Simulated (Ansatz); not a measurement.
System: P (Imma, No. 74, 2 atoms in the cell; start mp-7245; another form than the element's usual one). Method: LDA (PAW; Ansatz, a quantum-chemistry and plane-wave program).

Settings: plane-wave cutoff 520 eV, 22×22×22 k mesh, Fermi–Dirac smearing 0.05 eV, scalar-relativistic PAW data made under PBE.

Cell (relaxed at this level):

```yaml
crystal:
  lattice:
    - [-1.69838, 2.45409, 1.76537]
    - [1.69838, -2.45409, 1.76537]
    - [1.69838, 2.45409, -1.76537]
  atoms:
    - { symbol: P, position: [0.78601, 0.03601, 0.75000] }
    - { symbol: P, position: [0.21399, 0.96399, 0.25000] }
```

Task: What does this level give for the bulk modulus?

Result: 
- bulk modulus = 36.5 GPa

The run finds no gap.

Note: the bulk modulus is −V dP/dV from two relaxed cells at ±2 % in volume; the relaxation could not lower the start's symmetry, so the cell can be a saddle point above a distorted one.

Static lattice: no zero-point or thermal effects.

A start named mp-… is a Materials Project structure, which need not be a measured phase.
